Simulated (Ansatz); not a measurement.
## What biaxial strain −3.00 %, plane normal [001], relaxed out of plane does to Zr

The parent structure is Zr in the hcp (Mg type) structure (space group P6_3/mmc, No. 194; a = 3.2304 Å, c = 5.1788 Å; relaxed with 0.1 eV smearing). Axes: x lies along a and z along c of the hexagonal cell.

One thing is altered: compressive biaxial strain of 3.00 % in the plane normal to [001], as in epitaxy on a mismatched substrate; the out-of-plane cell vector and the atoms relax.

Calculations: Ansatz (a program for electronic structure) PBE, scalar-relativistic without spin-orbit coupling. Γ-centred 21×21×11 mesh, Fermi–Dirac width 0.1 eV.

The volume per atom shrinks by 0.77 Å³, from 23.40 Å³ to 22.63 Å³ and the space group stays P6_3/mmc (No. 194). The shortest interatomic distance shrinks by 0.058 Å (3.191 Å → 3.133 Å) and the pressure (mean of the normal stresses, compression positive) goes from zero to 3.0 GPa. The band gap stays zero and the out-of-plane strain comes out as +2.79 %. The ratio −ε⊥/ε∥ comes out as 0.93.

Final structure (turned so that z lies along the plane normal):

```
Zr
1.0
    3.13350     0.00000     0.00000
    1.56675     2.71369     0.00000
    0.00000     0.00000     5.32342
Zr
2
Direct
  0.66667   0.66667   0.75000
  0.33333   0.33333   0.25000
```

Stability against distortions was not tested. The final runs are not spin-polarised.
